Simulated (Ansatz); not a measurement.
The reference is SnSe$_{2}$ in the CdI2 type structure (space group P-3m1, No. 164; a = 3.794 Å, c = 5.742 Å; layered, stacked along the Cartesian z axis). Axes: x lies along a and z along c of the hexagonal cell.

It is then changed as follows: biaxial strain −4.57 %, plane normal [001], relaxed out of plane (Cartesian); in-plane vectors clamped, the third vector and the atoms free.

Levels (all Ansatz, an electronic-structure program, PAW, earlier PAW set): PBEsol-D3(BJ) (420 eV, scalar-relativistic without spin-orbit coupling); r2SCAN (500 eV, no SOC); HSE06 (420 eV, spin-orbit coupling left out); PBEsol+SOC (420 eV, with spin-orbit coupling); HSE06+SOC (420 eV, spin-orbit coupling included).

One geometry, relaxed with PBEsol-D3(BJ), under each level:

| level | band gap | lowest conduction level above the VBM at special points | hole mass |
|---|---|---|---|
| PBEsol-D3(BJ) | 0.13 eV | L 0.25 eV; K 0.26 eV; Γ 1.15 eV; M 1.23 eV | – |
| r2SCAN | 0.53 eV | L 0.62 eV; K 0.62 eV; Γ 1.78 eV; M 1.54 eV | – |
| HSE06 | 0.83 eV | L 0.92 eV; K 0.95 eV; Γ 2.08 eV | – |
| PBEsol+SOC | 0.05 eV | L 0.17 eV; K 0.17 eV; Γ 1.08 eV; M 1.15 eV | 1.9 mₑ along k, 0.20 mₑ across (at A) |
| HSE06+SOC | ? | ? | – |

Problem. Give the withheld HSE06+SOC results.

Solution. 
- HSE06+SOC, band gap: 0.73 eV
- HSE06+SOC, lowest conduction level above the VBM at special points: L 0.82 eV; K 0.85 eV; Γ 1.98 eV

Single points use the geometry relaxed with PBEsol-D3(BJ). The hybrid gap comes from the SCF mesh plus the semilocal run's edge points and a few special points and is an upper bound. Differences between runs with and without spin-orbit coupling are approximate. Effective masses come from finite differences of ±0.01 Å⁻¹. Along k means along the line from Γ to the band edge. Stability against distortions was not tested. The runs without spin-orbit coupling are not spin-polarised. A zero or small gap of SnSe2 can be the functional's error rather than a property of the material.
